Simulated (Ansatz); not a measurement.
The starting structures come from a database of crystals and need not be the phases stable at ambient conditions.

 Where the default PAW files enter, the runs use the earlier of Ansatz's two default sets.

Tunnelling through a barrier is set by its complex band structure: the current falls as exp(−2κd) with the smallest κ.

Input:

```xyz
17
Lattice="6.8902 0.0000 0.0000 -3.4451 5.9671 0.0000 3.4451 1.9890 5.6258" Properties=species:S:1:pos:R:3 pbc="T T T"
H      4.2872     2.4752     1.7503
H      2.6030     5.4809     3.8756
H      3.4451     6.9395     3.8756
H      3.4451     1.0166     1.7503
H      3.4451     1.9890     0.3751
H      3.4451     5.9671     5.2508
H      4.2872     5.4809     3.8756
H      2.6030     2.4752     1.7503
Pd     0.0000     0.0000     0.0000
N      3.4451     1.9890     1.4065
N      3.4451     5.9671     4.2194
Cl     5.1005     2.9448     4.2742
Cl     1.7897     5.0113     1.3517
Cl     1.7897     2.9448     4.2742
Cl     5.1005     5.0113     1.3517
Cl     6.8902     6.0446     4.2742
Cl     0.0000     1.9115     1.3517
```

Space group of this cell: Fm-3m. The cell was relaxed by PBE-D3(BJ).

Transport runs along the normal of the first two printed cell vectors, the (111) plane of the conventional cell.

The gap is the functional's own. No spin-orbit coupling. Mid-gap values are interpolated on the energy grid.

Task: State the band gap and the smallest decay constant κ at mid-gap according to r2SCAN in Ansatz (a first-principles code).

Result: Gap 1.18 eV on a 6×6×6 mesh; κ = 0.257 1/Å, at (0.500, 0.000) of the in-plane reciprocal vectors. At the zone centre, at the nearest computed energy, the slowest state has κ = 0.33 1/Å.
